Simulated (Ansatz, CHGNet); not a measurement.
For MoS2 (R3m, No. 160, 3 atoms in the cell; start mp-1434; a measured phase of this formula has another space group), the machine-learned potential CHGNet 0.3.0 (trained on PBE and PBE+U data) gives:

```
Property                          Result
------------------------------  --------
equilibrium lattice constant a   3.194 Å
lattice parameter c             26.367 Å
```

### Question
What does PBEsol (Ansatz, an electronic-structure program, plane waves, PAW) give for the same quantities?

### Answer

- lattice constant a: 3.143 Å (falls by 1.6 %)
- lattice parameter c: 18.853 Å (drops by 28 %)

Changes are worked out from the printed values.

Unless a cell is named, each level is at its own relaxed cell (CHGNet 0.3.0 25.88, PBEsol 17.92 Å³/atom).

The crystal itself was run without spin with PBEsol; a magnetic state was not tried in these runs.

Caveats: the cell has another shape than the first-principles one, perhaps another minimum in the same group (CHGNet 0.3.0); the cell moved over 20 % in volume from its start (CHGNet 0.3.0); the relaxation could not lower the start's symmetry, so the cell can be a saddle point above a distorted one (CHGNet 0.3.0, PBEsol). Ansatz's density-functional and Hartree–Fock values are scalar-relativistic unless marked +SOC, with PAW data made under PBE.

A start named mp-… is a Materials Project structure, which need not be a measured phase.
